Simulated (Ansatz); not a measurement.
The starting structures come from a database of crystals and need not be the phases stable at ambient conditions.

By PBEsol, the system below comes out a metal.

The ballistic (Sharvin) conductance counts the channels at the Fermi level: G/A = (e²/h) × channels of both spins per area.

Consider the following.

```xyz
2
Lattice="2.9406 0.0000 0.0000 0.0000 2.9406 0.0000 0.0000 0.0000 3.4110" Properties=species:S:1:pos:R:3 pbc="T T T"
Ti     1.4703     1.4703     1.7055
Rh     0.0000     0.0000     0.0000
```

The cell is taken as given; by PBEsol it stands under a pressure of -4.3 GPa.

The current flows along the normal of the first two printed cell vectors, the (001) plane of the conventional cell. No spin-orbit coupling; the value is a mean over 0.1 eV about the Fermi level.

Question: Estimate the ballistic conductance per area that Ansatz (an electronic-structure program) with PBEsol returns for this system.

Answer: 1.3 × 10¹⁵ S/m² for both spins.
